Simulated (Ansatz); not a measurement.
**A computed series for GaN: response to strain**

The reference is GaN in the zinc blende structure (space group F-43m, No. 216).

```xyz
2
Lattice="0.0000 2.2277 2.2277 2.2277 0.0000 2.2277 2.2277 2.2277 0.0000" Properties=species:S:1:pos:R:3 pbc="T T T"
Ga     0.0000     0.0000     0.0000
N      1.1138     1.1138     1.1138
```

Strains are applied to the cell and any free atomic positions relax.

The values are results of LDA (Ansatz, an electronic-structure program, PAW, no spin-orbit coupling), not measurements.

Candidates:
(a) isotropic strain −1.00 %
(b) isotropic strain −0.50 %
(c) isotropic strain +2.50 %

Notes on the quantities. energy relative to the base: free energy F.

Order them by energy relative to the base, highest first.

(c) isotropic strain +2.50 % (+36 meV/atom), (a) isotropic strain −1.00 % (+6.4 meV/atom), (b) isotropic strain −0.50 % (+1.6 meV/atom)

Whether these cells are dynamically stable was not tested. This is not the structure that GaN has at room temperature and ambient pressure.
